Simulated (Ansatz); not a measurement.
Consider the surface energy of the Si16F4 slab, the mean of its two faces, with the listed reservoirs for the atoms in excess. Reaction: 16 Si (diamond) + 2 F2 (gas) → cell A.

Cell A: a slab of composition Si16F4 built on Si (diamond, Fd-3m) (100), with 12 atoms on that crystal's sites, 20 atoms, rectangular cell of 3.87 × 7.74 Å (29.9 Å²), symmetry P2/m within 0.02 Å, 12.4 Å thick under 16 Å of vacuum, in-plane vectors held at the crystal's; planes from bottom to top: F2 | Si2 × 8 | F2; foreign atoms: four times F bound to 1 Si at 1.62 Å; spin state with PBE: run without spin, k-point mesh 8×4×1.
```yaml
crystal:
  lattice:
    - [3.86767, 0.00000, 0.00000]
    - [0.00000, 7.73533, 0.00000]
    - [0.00000, 0.00000, 28.16243]
  atoms:
    - { symbol: Si, position: [0.00000, 0.09051, 0.66336] }
    - { symbol: Si, position: [0.00000, 0.40460, 0.66523] }
    - { symbol: Si, position: [0.50000, 0.01105, 0.62004] }
    - { symbol: Si, position: [0.50000, 0.48906, 0.62287] }
    - { symbol: Si, position: [0.50000, 0.25494, 0.56874] }
    - { symbol: Si, position: [0.50000, 0.74608, 0.57672] }
    - { symbol: Si, position: [0.00000, 0.25555, 0.52115] }
    - { symbol: Si, position: [0.00000, 0.74431, 0.52722] }
    - { symbol: Si, position: [0.00000, 0.50569, 0.47278] }
    - { symbol: Si, position: [0.00000, 0.99445, 0.47885] }
    - { symbol: Si, position: [0.50000, 0.50392, 0.42328] }
    - { symbol: Si, position: [0.50000, 0.99506, 0.43126] }
    - { symbol: Si, position: [0.50000, 0.76094, 0.37713] }
    - { symbol: Si, position: [0.50000, 0.23895, 0.37996] }
    - { symbol: Si, position: [0.00000, 0.84540, 0.33477] }
    - { symbol: Si, position: [0.00000, 0.15949, 0.33664] }
    - { symbol: F, position: [0.00000, 0.01301, 0.71684] }
    - { symbol: F, position: [0.00000, 0.47341, 0.71957] }
    - { symbol: F, position: [0.00000, 0.77659, 0.28043] }
    - { symbol: F, position: [0.00000, 0.23699, 0.28316] }
```

Reference: Si (diamond, Fd-3m), 4 atoms in the cell, the relaxed perfect crystal repeated, atoms not moved again, k-point mesh 8×4×11 on the run's own vectors.

Reference: an isolated F2 molecule (singlet) in a box of 11 × 11 × 13 Å.

All numbers come from Ansatz (an electronic-structure program), plane waves with PAW, its PAW set soft_1, cutoff 420 eV. The structures are at rest with PBE, within the held lattices; other levels are single points on them. HSE06 runs on coarser k-point meshes, mended by the PBE difference between the two meshes. Neutral cells; Fermi-Dirac smearing of at most 0.05 eV in the solids, energies taken to zero width. The lattices are those relaxed with PBE or held as stated, so at other levels the solids can be strained, which adds to the spread. Larger cells are relaxed from a start prepared with the learned potential CHGNet till forces fall under 0.03 eV/Å, which some starts already meet. A dispersion term (D3(BJ), or D4 for r2SCAN) was computed beside these levels and is taken off wherever the name lacks it. Space groups of crystals are read within 0.01 Å. Static lattices, no vibrational contributions. The structures are the rest points that the relaxations reached, not proven lowest. Values are for these cell sizes. Cell A has symmetry P2/m within 0.02 Å and got no random move, so less symmetric positions, which may lie lower, weren't tried.

**Question.** What value does PBE give?

**Answer.** -3.58 J/m², for 16 Si (diamond) + 2 F2 (gas) → cell A.

**Question.** How does the value move with the functional?

**Answer.** 
```
Functional  value (J/m²)  less PBE
----------  ------------  --------
HSE06              -3.71     -0.13
```

The levels shown span 0.13 J/m², from HSE06 (-3.71) to PBE (-3.58).
